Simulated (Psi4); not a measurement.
Psi4 1.11, BP86/def2-svpd: bromine (BrBr), 2 atoms. The geometry is a generated start, not checked to be a minimum at this level.

```
Item                                  Value
--------------------------  ---------------
task                                 energy
method                                 bp86
basis                             def2-svpd
memory                                 3 GB
maxiter                                 100
keys of the molecule block      symmetry c1
scf_type                       df (default)
e_convergence               1e-06 (default)
d_convergence               1e-06 (default)
dft_radial_points              75 (default)
dft_spherical_points          302 (default)
basis functions                          82
grid points                           43424
```

```xyz
2

Br     1.1424    -0.0176     0.0092
Br    -1.1424     0.0176    -0.0092
```

With the defaults (diis = true, scf_initial_accelerator = adiis, damping_percentage = 0, level_shift = 0, level_shift_cutoff = 0.01, diis_max_vecs = 10, soscf = false, soscf_start_convergence = 0.01, guess = auto, which took SAD, diis_start = 1) it converges in 7 SCF iterations. One run each on 2 threads, with these changes:
- guess = huckel
- level_shift = 0.1, level_shift_cutoff = 0.001
- diis_max_vecs = 3
- diis = false, scf_initial_accelerator = none, damping_percentage = 60
- diis_max_vecs = 6
- level_shift = 0.5, level_shift_cutoff = 0.001
- soscf = true, soscf_start_convergence = 0.001
- soscf = true, soscf_start_convergence = 0.1
- diis_start = 4

### Question
Name the settings that don't reach the solution of the defaults.

### Answer
No convergence: diis = false, scf_initial_accelerator = none, damping_percentage = 60 (the run ends without SCF convergence in 100 iterations). The rest reach the solution of the defaults.

| setting | SCF iterations | JK calls | end |
|---|---|---|---|
| soscf = true, soscf_start_convergence = 0.1 | 6 | 21 | same solution |
| the defaults | 7 | 8 | same solution |
| diis_max_vecs = 6 | 7 | 8 | same solution |
| level_shift = 0.1, level_shift_cutoff = 0.001 | 7 | 8 | same solution |
| soscf = true, soscf_start_convergence = 0.001 | 7 | 17 | same solution |
| guess = huckel | 7 | 15 | same solution |
| level_shift = 0.5, level_shift_cutoff = 0.001 | 8 | 9 | same solution |
| diis_start = 4 | 10 | 11 | same solution |
| diis_max_vecs = 3 | 11 | 12 | same solution |
| diis = false, scf_initial_accelerator = none, damping_percentage = 60 | 100 | 101 | no convergence |

An SOSCF iteration holds several JK calls; a Hückel guess adds calls on atoms.
